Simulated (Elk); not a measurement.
Band structure of Hf₂Ge (I4/mcm, 6 atoms in the cell).

```yaml
crystal:
  lattice:
    - [-3.25803, 3.25803, 2.62054]
    - [3.25803, -3.25803, 2.62054]
    - [3.25803, 3.25803, -2.62054]
  atoms:
    - { symbol: Hf, position: [0.34424, 0.15576, 0.50000] }
    - { symbol: Hf, position: [0.65576, 0.84424, 0.50000] }
    - { symbol: Hf, position: [0.15576, 0.65576, 0.81152] }
    - { symbol: Hf, position: [0.84424, 0.34424, 0.18848] }
    - { symbol: Ge, position: [0.25000, 0.25000, 0.00000] }
    - { symbol: Ge, position: [0.75000, 0.75000, 0.00000] }
```

Computed with Elk 10.2.4 with PBEsol, all-electron FP-LAPW, Elk's shipped species files, LAPW+lo basis.

Settings: xctype = 22; rgkmax = 8; stype = 0; swidth = 0.00367493 Ha; ngridk = 5 5 5; gmaxvr = 16 1/bohr; nxoapwlo = 1; rmtscf = 0.91.

The starting cell comes from a database of computed structures (which also holds hypothetical and non-ambient phases and stackings), without a prior relaxation at this level. Its lattice was rescaled by a random factor within 2.5 % of one. Spin-orbit coupling is off. Values depend on the basis (sphere radii, cutoffs, local orbitals), which need not be converged.

Levels in eV from the Fermi level, bands 63 to 70:
```
point     63     64     65     66    67    68    69    70
-----  -----  -----  -----  -----  ----  ----  ----  ----
Γ      -1.26  -1.26  -1.09  -0.87  1.94  1.96  2.12  2.54
X      -1.40  -1.27  -0.77  -0.38  1.31  1.53  1.76  2.49
M      -0.92  -0.48   0.08   0.33  0.41  0.41  1.63  1.63
Z      -1.03  -0.24  -0.14   0.57  0.57  0.92  1.07  1.56
P      -0.76  -0.76  -0.64  -0.64  0.19  0.19  2.15  2.15
N      -0.77  -0.77  -0.54  -0.54  0.18  0.18  2.03  2.03
Z1     -1.03  -0.24  -0.14   0.57  0.57  0.92  1.07  1.56
```

Bands cross the Fermi level along this path, so the cell is metallic at this level.
